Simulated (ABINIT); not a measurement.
Equation of state of rock-salt SnTe (space group 225): energy against volume (ABINIT, PBEsol)

```xyz
2
Lattice="0.0000 3.0682 3.0682 3.0682 0.0000 3.0682 3.0682 3.0682 0.0000" Properties=species:S:1:pos:R:3 pbc="T T T"
Sn     0.0000     0.0000     0.0000
Te     3.0682     3.0682     3.0682
```

Method of the run: PBEsol, norm-conserving pseudopotentials (PseudoDojo nc-sr-04 PBEsol standard) (plane waves; ABINIT 10.0.3). Settings: pseudos = [Sn.upf, Te.upf]; ecut = 53 Ha; occopt = 3; tsmear = 0.01 eV; ngkpt = 9 9 9; nshiftk = 1; shiftk = 0 0 0; potentials = PseudoDojo nc-sr-04 PBEsol standard; nband = 21; kptopt = 1; nstep = 60; tolvrs = 1e-11. The cell above is the first row's. The rows scale it uniformly. In all rows fractional positions and the k mesh are held. E is the free energy at the stated smearing, counted from the lowest row.

| V (Å^3/atom) | E (meV/atom) |
|---|---|
| 28.885 | 24.92 |
| 29.513 | 11.85 |
| 30.141 | 3.72 |
| 30.769 | 0.00 |
| 31.397 | 0.22 |
| 32.025 | 3.96 |
| 32.653 | 10.86 |
| 33.281 | 20.58 |
| 33.908 | ? |

**Question.** Fit E against V with the third-order Birch-Murnaghan form, a cubic in V^(-2/3), and predict the withheld value at V = 33.908.

**Answer.** With u = V^(-2/3) - 0.1013, the rows have u = 0.0049230, 0.0034107, 0.0019511, 0.0005414, -0.0008212, -0.0021391, -0.0034146, -0.0046499. Least squares gives E = -0.361 + 119.0·u + 1006158·u² + 2592569·u³. Residuals (row less fit): 0.001, -0.002, -0.001, 0.001, 0.002, -0.003, -0.001, 0.000; standard error 0.002 (degrees of freedom: 4). Its minimum lies at u = -0.0000591, so V0 = (0.1012409)^(-3/2) = 31.04. There d²E/du² = 2011000 and d³E/du³ = 1.556e7, so B0 = (4/9) × 31.04^(-7/3) × 2011000 × 0.160218 = 47.3 GPa (the last factor turns the table's units into GPa), and B0' = 4 + (2/3) × 0.1012409 × (1.556e7)/2011000 = 4.5. The program's pressures in the fitted runs (not shown) pass through zero at V = 31.03, 0.03 % from this V0. At the withheld row, u = -0.0058450, so E = -0.361 + 119.0 × (-0.0058450) + 1006158 × (-0.0058450)² + 2592569 × (-0.0058450)³ = 32.800 meV/atom. The calculation gives 32.82 meV/atom, 0.020 meV/atom above the prediction (0.1 % of the range of E in the table). The row lies outside the fitted rows, so this is an extrapolation. From the scatter of the fitted rows alone, a prediction at this place has a standard error of 0.005 meV/atom, so the miss is 3.7 times that.

Carrying the step between the two nearest rows on in a straight line would have given 30.28, off by 2.54; series whose last step already gives the withheld value aren't shown. The scan was laid around a cell of about the measured size, scaled by a guess for this functional. This is the room-temperature phase, which distorts on cooling and is held here by symmetry. The runs keep the symmetry of the cell, so they don't test it for distortions. The PBEsol files for Sn and Te were generated anew from PseudoDojo's inputs, some of which were changed. Spin-orbit coupling is off. Cutoffs and mesh are single choices, not tested for convergence of this quantity. Series with a scatter that would blur these digits, or in which a gap closes, are not shown. Nor are scans whose minimum lies at an end fitted in this form.

Terms beyond the fitted order, or numerical noise in single rows, can give a miss of this size; the table doesn't tell which.
